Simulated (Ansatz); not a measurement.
Al2Cu (Fm-3m, No. 225, 3 atoms in the cell; start mp-985806; a measured phase of this formula has another space group), treated with PBEsol (Ansatz, an electronic-structure program, plane waves, PAW).

Numerical settings: plane-wave cutoff 520 eV, 20×20×20 k mesh, Fermi–Dirac smearing 0.05 eV, no spin polarisation, scalar-relativistic PAW data made under PBE.

Cell (relaxed at this level):

```yaml
crystal:
  lattice:
    - [-2.02474, 2.02474, 2.86331]
    - [2.02474, -2.02474, 2.86331]
    - [2.02474, 2.02474, -2.86331]
  atoms:
    - { symbol: Al, position: [0.75000, 0.25000, 0.50000] }
    - { symbol: Al, position: [0.25000, 0.75000, 0.50000] }
    - { symbol: Cu, position: [0.50000, 0.50000, 0.00000] }
```

Question: What does this level give for the bulk modulus?

Answer: 
* **bulk modulus**: 105 GPa

Note: the run has no spin polarisation, so it can have missed a magnetic state; the bulk modulus is −V dP/dV from two relaxed cells at ±2 % in volume; the relaxation could not lower the start's symmetry, so the cell can be a saddle point above a distorted one.

Computed values are for the static lattice.

A start named mp-… is a Materials Project structure, which need not be a measured phase.
